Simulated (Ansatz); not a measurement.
Take MgI$_{2}$ in the CdI2 type structure (space group P-3m1, No. 164; a = 4.060 Å, c = 6.580 Å; layered, stacked along the Cartesian z axis) as the base. Axes: x lies along a and z along c of the hexagonal cell.

The values are results of Ansatz (a quantum-chemistry and plane-wave program) PBEsol-D3(BJ), without spin-orbit coupling, not measurements.

For the base:

Smallest direct gap: 3.69 eV
Valence-band top at Γ: 0.00, -0.14, -0.14 eV
Band gap: 3.34 eV

Modification: uniaxial strain ε_xx = +0.50 %, all other strain components held at zero, atoms relaxed at fixed cell.

Predict the new smallest direct gap.

The smallest direct gap drops by 0.033 eV (3.69 eV → 3.65 eV).

What happens to the valence-band top at Γ?

The valence-band top at Γ (three highest levels, from the VBM) changes from 0.00, -0.14, -0.14 eV to 0.00, -0.15, -0.17 eV.

What happens to the band gap?

The band gap drops by 0.02 eV (3.34 eV → 3.32 eV).

With I present, leaving out spin-orbit coupling can change the band edges. No phonon test of stability was made.
